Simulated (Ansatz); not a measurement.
Consider Ta in the bcc (W type) structure (space group Im-3m, No. 229).

```
CELL_PARAMETERS angstrom
     -1.64096     1.64096     1.64096
      1.64096    -1.64096     1.64096
      1.64096     1.64096    -1.64096
ATOMIC_POSITIONS crystal
  Ta 0.00000 0.00000 0.00000
```

Computed with Ansatz (a quantum-chemistry and plane-wave program), PBEsol, PAW, cutoff 420 eV, scalar-relativistic without spin-orbit coupling, earlier PAW set.

For the base:

| Quantity | Value |
|---|---|
| Lattice parameter a | 3.282 Å |

Now apply this change: hydrostatic tension (pressure −2 GPa).

Question: Estimate the effect on the lattice parameter a.

Answer: The lattice parameter a goes up by 0.011 Å to 3.293 Å.

Load acts through the strain it causes; cell and atoms are relaxed under it. Stability against distortions was not tested. All final runs are without spin polarisation.
